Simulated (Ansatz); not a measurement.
C under load (space group P6_3/mmc), Ansatz (a first-principles code) with PBE, rigid bands. Condition of this run: hydrostatic pressure of -22 GPa (compression positive) (the target of the relaxation). Band gap 3.51 eV, N_c = 1.31e19 cm⁻³ and N_v = 2.02e19 cm⁻³ at 300 K, conductivity masses along y (a = (2.54, 0.00, 0.00) Å; b = (-1.27, 2.20, 0.00) Å; c = (0.00, 0.00, 4.24) Å) of 0.490 mₑ (electrons) and 0.477 mₑ (holes). Take k_BT = 0.02585 eV.

**Question.** What built-in voltage has an abrupt junction with N_A = 1e17 and N_D = 1e18 cm⁻³, all dopants ionised?

**Answer.** V_bi = E_g/e − (k_BT/e) ln(N_c N_v/(N_A N_D)) = 3.51 − 0.02585 × 7.88 = 3.31 V, for the computed gap.

**Question.** A film of it is 5 nm thick, with its normal along the direction named. Estimate the confinement energies in an infinite well.

**Answer.** ħ²π²/(2m t²) = 0.376 eV·nm²/(m/mₑ × t²) gives 30.7 meV for electrons and 31.5 meV for holes, so the gap would widen to about 3.57 eV. Finite barriers and nonparabolic bands lower this, and with several valleys or bands the heaviest mass along the normal sets the lowest level, not this average.

**Question.** What thermal injection velocity √(2k_BT/πm) limits a ballistic channel along the direction named?

**Answer.** 7.69e6 cm/s for electrons and 7.79e6 cm/s for holes, a ratio of √(m_h/m_e) = 0.987, for dilute carriers.

Rigid bands with the computed gap; masses take one relaxation time for all states. Spin-orbit coupling is left out. Geometry: cell and atoms relaxed with PBEsol.
